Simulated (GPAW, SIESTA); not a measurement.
A SIESTA input for a self-consistent single point of MnCrB₂ (Amm2, 4 atoms in the cell) (DFT, GGA PBEsol, numerical atomic orbitals TZP, PseudoDojo PBEsol standard norm-conserving potentials (rewritten from UPF to PSML)):

```
# files in the folder: Mn.psml Cr.psml B.psml (PseudoDojo PBEsol standard)
SystemName  MnCrB2
SystemLabel MnCrB2

NumberOfAtoms                4
NumberOfSpecies              3
%block ChemicalSpeciesLabel
  1 25 Mn
  2 24 Cr
  3 5 B
%endblock ChemicalSpeciesLabel
LatticeConstant              1.0 Bohr
%block LatticeVectors
     5.539146319    0.000000000    0.000000000
     0.000000000    2.804901590    7.321073017
     0.000000000   -2.804901590    7.321073017
%endblock LatticeVectors
AtomicCoordinatesFormat      Ang
%block AtomicCoordinatesAndAtomicSpecies
     0.000000000    0.000000000    1.120092802  1
     1.465595000    0.000000000    6.640826910  2
     1.465595000    0.000000000    4.387391730  3
     0.000000000   -0.000000000    3.348268558  3
%endblock AtomicCoordinatesAndAtomicSpecies

XC.functional                GGA
XC.authors                   PBEsol
PAO.BasisSize                TZP
PAO.EnergyShift              0.005 Ry
MeshCutoff                   400 Ry
%block kgrid.MonkhorstPack
    7   0   0  0.0
    0   7   0  0.0
    0   0   7  0.0
%endblock kgrid.MonkhorstPack
OccupationFunction           MP
OccupationMPOrder            0
ElectronicTemperature        100.0 meV
Spin                         polarized
%block DM.InitSpin
  1 +4.00
  2 +3.00
  3 +0.00
  4 +0.00
%endblock DM.InitSpin

MaxSCFIterations             150
SCF.Mixer.Method             Pulay
SCF.Mixer.Weight             0.1
SCF.Mixer.History            6
SCF.DM.Tolerance             1.0E-05
Diag.ParallelOverK           true
WriteForces                  true
Charge.Mulliken              end
```

Write the same calculation as an input for GPAW.

This is the input that was run; spellings and numerical settings could be chosen otherwise.

```python
from ase import Atoms
from ase.units import GPa
from gpaw import GPAW

atoms = Atoms(['Mn', 'Cr', 'B', 'B'],
              cell=[[2.931190, 0.000000, 0.000000],
                    [0.000000, 1.484290, 3.874145],
                    [0.000000, -1.484290, 3.874145]],
              scaled_positions=[[0.000000, 0.144560, 0.144560],
                                [0.500000, 0.857070, 0.857070],
                                [0.500000, 0.566240, 0.566240],
                                [0.000000, 0.432130, 0.432130]],
              pbc=True)

atoms.set_initial_magnetic_moments([4.0, 3.0, 0.0, 0.0])

calc = GPAW(spinpol=True,
            mode={'name': 'pw', 'ecut': 950},
            xc='PBEsol',
            kpts=(7, 7, 7),
            occupations={'name': 'methfessel-paxton', 'width': 0.1, 'order': 0},
            nbands=-10,
            convergence={'density': 1e-05},
            symmetry={'symmorphic': False, 'tolerance': 0.0005},
            maxiter=150,
            txt='-')

atoms.calc = calc

energy = atoms.get_potential_energy()
print('Energy (eV):', round(energy, 6))
forces = atoms.get_forces()
print('Forces (eV/Ang):')
print(forces.round(5))
stress = atoms.get_stress()
print('Stress (GPa, Voigt):', (stress / GPa).round(4))
```

Basis settings and potentials, where a program has them, do not carry over. This input uses DFT PBEsol, plane waves, GPAW PAW datasets PBEsol (made by gpaw-setup).

The starting cell comes from a database of computed structures (which also holds hypothetical and non-ambient phases and stackings), without a prior relaxation at this level.
